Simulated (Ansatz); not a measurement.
Base system: Ag in the fcc (Cu type) structure (space group Fm-3m, No. 225; a = 4.1483 Å; relaxed with 0.1 eV smearing). Axes: x, y, z lie along the cube axes.

All numbers come from Kohn–Sham DFT with the PBE functional, run in Ansatz (a quantum-chemistry and plane-wave program) with PAW and 420 eV plane waves, spin-orbit coupling left out.

Perturbation: the cell is scaled by 1.0250 in all directions; the atoms relax in the strained cell.

### Question
Predict the stress tensor and what it implies for the stiffness.

### Answer
Stress of the strained cell less that of the base (GPa, compression positive):
```
   -5.4     0.0     0.0
    0.0    -5.4     0.0
    0.0     0.0    -5.4
```

Then B = −ΔP/(ΔV/V₀) with ΔV/V₀ = 0.0769 gives secant stiffness values (nonlinear terms included at this strain): B ≈ 71 GPa.

As a check, the harmonic strain energy −½ V₀ Δσ:ε is 23 meV/atom; the computed energy rise is 25 meV/atom.

Whether these cells are dynamically stable was not tested.
